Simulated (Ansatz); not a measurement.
ErC2 (I4/mmm, No. 139; cell taken from a computed entry) was calculated with r²SCAN-D4 in Ansatz (plane waves, PAW).

Numerical settings: plane-wave cutoff 500 eV, 16×16×16 k mesh, Fermi–Dirac smearing 0.05 eV, spin-polarised start, scalar-relativistic PAW data made under PBE.

Computed at the level's own relaxed cell.

**Question.** Estimate the equilibrium volume per atom, equilibrium lattice constant a and c axis length that the calculation returns.

**Answer.** 
equilibrium volume per atom: 13.44 Å³/atom
equilibrium lattice constant a: 3.625 Å
c axis length: 6.138 Å

Note: the magnetic order was assumed, not searched for or taken from measurement; the relaxation could not lower the start's symmetry, so the cell can be a saddle point above a distorted one; the 4f shell is treated without U or exact exchange, so its levels and filling can be wrong.

Spin–orbit coupling is not included.

Ansatz is a first-principles code.
